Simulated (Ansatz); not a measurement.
System: KHCO₃ (P2₁/c, No. 14). Method: PBEsol (Ansatz, a first-principles code, PAW).

Run with plane-wave cutoff 500 eV, 12×8×4 k mesh (along the axes of the cell as run), gaussian smearing 0.02 eV, scalar-relativistic PAW data made under PBE.

Cell (relaxed at this level):

```cif
data_C4H4K4O12
_chemical_formula_sum 'K4 H4 C4 O12'
_space_group_name_H-M_alt 'P 1'
_space_group_IT_number 1
_cell_length_a 3.68506
_cell_length_b 5.61594
_cell_length_c 15.03428
_cell_angle_alpha 90.000
_cell_angle_beta 102.666
_cell_angle_gamma 90.000
loop_
_space_group_symop_operation_xyz
  'x, y, z'
loop_
_atom_site_label
_atom_site_type_symbol
_atom_site_fract_x
_atom_site_fract_y
_atom_site_fract_z
_atom_site_occupancy
K1 K 0.04622 0.02704 0.16622 1
K2 K 0.95378 0.52704 0.33378 1
K3 K 0.95378 0.97296 0.83378 1
K4 K 0.04622 0.47296 0.66622 1
H1 H 0.48896 0.68976 0.01112 1
H2 H 0.51104 0.18976 0.48888 1
H3 H 0.51104 0.31024 0.98888 1
H4 H 0.48896 0.81024 0.51112 1
C1 C 0.39391 0.51842 0.11925 1
C2 C 0.60609 0.01842 0.38075 1
C3 C 0.60609 0.48158 0.88075 1
C4 C 0.39391 0.98158 0.61925 1
O1 O 0.29909 0.53475 0.19432 1
O2 O 0.70091 0.03475 0.30568 1
O3 O 0.70091 0.46525 0.80568 1
O4 O 0.29909 0.96525 0.69432 1
O5 O 0.44972 0.32133 0.08168 1
O6 O 0.55028 0.82133 0.41832 1
O7 O 0.55028 0.67867 0.91832 1
O8 O 0.44972 0.17867 0.58168 1
O9 O 0.43889 0.72282 0.07638 1
O10 O 0.56111 0.22282 0.42362 1
O11 O 0.56111 0.27718 0.92362 1
O12 O 0.43889 0.77718 0.57638 1
```

### Question
Predict the band gap.

### Answer

* **band gap**: 5.05 eV (on the SCF k mesh)

Note: the cell comes from a level without a dispersion term, which matters for the spacing of layers, chains or molecules; the relaxation could not lower the start's symmetry, so the cell can be a saddle point above a distorted one.

Static lattice: no zero-point or thermal effects.
